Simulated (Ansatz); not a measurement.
MoIr (model structure, Fm-3m, No. 225, 2 atoms in the cell), treated with LDA in Ansatz (plane waves, PAW).

Settings: plane-wave cutoff 520 eV, 20×20×20 k mesh, Fermi–Dirac smearing 0.05 eV, no spin polarisation, scalar-relativistic PAW data made under PBE.

Cell (relaxed at this level):

Space group Fm-3m (No. 225); a = b = c = 5.088 Å, α = β = γ = 90.00°

```json
[
 {"atom": "Ir", "site": "4a", "symmetry": "m-3m", "x": "0.0000", "y": "0.0000", "z": "0.0000"},
 {"atom": "Mo", "site": "4b", "symmetry": "m-3m", "x": "0.5000", "y": "0.5000", "z": "0.5000"}
]
```
(The calculation used a cell of 2 atoms; values per cell refer to that cell.)

Task: What does this level give for the bulk modulus B0?

Result: 
- bulk modulus B0: 260 GPa

Note: the run has no spin polarisation, so it can have missed a magnetic state; the bulk modulus is −V dP/dV from two relaxed cells at ±2 % in volume; the relaxation could raise the start's symmetry but not lower it, so the cell can be a saddle point.

Spin–orbit coupling is not included.

The computed numbers hold no vibrational or temperature effects.

The result took very roughly 23 core-seconds.

A model structure was made by putting elements into a prototype or built by hand; it is no filed structure, need not be a known phase, and can be a saddle point held by its symmetry.

Ansatz is a quantum-chemistry and plane-wave program.
